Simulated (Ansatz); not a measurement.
Candidates (primitive cells; geometry: cell and atoms relaxed with PBEsol):
A. RbLaS2 (R-3m), a = 7.9343 Å, b = 7.9343 Å, c = 7.9343 Å, α = 31.20°, β = 31.20°, γ = 31.20°
B. ScF3 (Pm-3m), a = b = c = 4.020 Å, α = β = γ = 90.00°
C. BP (F-43m), a = b = c = 3.196 Å, α = β = γ = 60.00°

### Question
Put the candidates in order of Seebeck coefficient, p-type 1e19 cm⁻³, highest first, for PBEsol, rigid bands run with Ansatz (a first-principles code).

### Answer
B (623 μV/K), A (485 μV/K), C (328 μV/K)

Seebeck coefficients are for the stated density at 300 K, with one relaxation time for all states and whether or not that doping can be reached. Spin-orbit coupling is left out.

Formula and space group known from diffraction (Crystallography Open Database), not checked to be the room-temperature form: RbLaS2 (R-3m), ScF3 (Pm-3m).
